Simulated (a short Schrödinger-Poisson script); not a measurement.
Stack: MOS inversion layer, SiO2 on p-type Si(100), at 300 K.

From the gate side: 1.8 nm SiO2; 720 nm Si, acceptors 3.6e17 cm⁻³.

Constants are typed, rounded textbook-type inputs, not results; the design itself was drawn at random and stands for no fabricated device. SiO2: permittivity 3.9, conduction-band edge (eV) 3.15, gap (eV) 9, electron mass (mₑ) 0.5. Si: permittivity 11.7, conduction-band edge (eV) 0, gap (eV) 1.124, Nv at 300 K (cm⁻³) 3.1e19.

Channel valleys (confinement mass, in-plane density-of-states mass, number): Δ2 0.916, 0.19, 2; Δ4 0.19, 0.417, 4. At the gate the conduction-band edge of layer 1 lies 3.51 eV − eVg above the Fermi level of the channel; the field vanishes at the back. Gaps are held at their typed values at every temperature. Mesh 0.03 nm at interfaces.

Solved with a short Schrödinger-Poisson script written for these runs: 1D Poisson equation in equilibrium, electrons quantum, Hartree (BenDaniel-Duke, 12 states a valley, the channel's in-plane mass for all, wave functions free to enter the dielectric), parabolic valleys, classical holes, full ionisation, no traps, pinning or gate leakage.

```csv
Vg (V),electrons (cm⁻²),C (μF/cm²),Δ2 E0 (meV from the Fermi level),Δ4 E0 (meV from the Fermi level)
0.4,3.10e9,0.185,203.2,247.0
0.45,1.61e10,0.241,160.1,204.7
0.5,7.24e10,0.443,120.8,166.3
0.55,2.28e11,0.773,90.3,137.0
0.6,4.92e11,1.03,69.5,117.5
0.65,8.28e11,1.19,54.9,104.5
0.7,1.21e12,1.28,44.0,95.2
0.75,1.61e12,1.35,35.3,88.0
0.8,2.04e12,1.39,28.0,82.3
0.85,2.47e12,1.43,21.8,77.6
0.9,2.92e12,1.45,16.2,73.5
0.95,3.38e12,1.48,11.2,70.0
1,3.84e12,1.49,6.6,66.8
1.05,4.31e12,1.51,2.4,64.0
1.1,4.78e12,1.52,-1.6,61.4
1.15,5.26e12,1.54,-5.3,59.0
1.2,5.74e12,1.55,-8.8,56.8
1.25,6.22e12,1.56,-12.2,54.7
```

Gate voltages with under 1e9 electrons/cm² are left out.

Task: At Vg = 1.25 V the lowest Δ2 subband lies at -12.2 meV from the Fermi level. How many electrons does it hold, and what share of all?

Result: The two-dimensional density of states is g m/(πħ²) = 1.59e11 cm⁻² meV⁻¹ (both spins), kT = 25.9 meV, so n = D kT ln(1 + exp(−E/kT)) = 3.92e12 cm⁻², 0.63 of the 6.22e12 cm⁻² in all.

Task: Compare the slope of the sheet density between 1.15 and 1.25 V with the geometric capacitance of the layers between gate and channel.

Result: q Δn/ΔV = 1.54 μF/cm²; ε0/Σ(t/ε) = 1.92 μF/cm². The ratio is 0.80: the channel acts as a further capacitance in series.
